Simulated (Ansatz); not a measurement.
System: C11b MoSi₂. Method: LDA (PAW; Ansatz, a first-principles code).

Run with plane-wave cutoff 520 eV, 28×28×28 k mesh, Fermi–Dirac smearing 0.039 eV (set by the program), no spin polarisation, scalar-relativistic PAW data made under PBE.

Computed at the level's own relaxed cell.

Hill averages of the elastic tensor: K = 225.4 GPa, G = 194.5 GPa. Volume 13.060 Å³/atom, mean atomic mass 50.704 u.

Problem. Work out the density, the sound velocities of a polycrystal and the elastic Debye temperature, and Pugh's ratio at this level.

Solution. ρ = 1.66054 × 50.704/13.060 = 6.447 g/cm³. v_l = √[(K + 4G/3)/ρ] = 8.671 km/s and v_t = √(G/ρ) = 5.493 km/s. The mean follows from 3/v_m³ = 1/v_l³ + 2/v_t³: v_m = 6.042 km/s. Θ_D = (ħ/k_B) v_m (6π²/V)^(1/3) = 76.38 K Å s/km × 6.042 × 1.6551 Å⁻¹ = 764 K, counting all atoms of the cell. K/G = 1.16, to be set beside Pugh's rough bound of 1.75 between brittle and ductile metals.
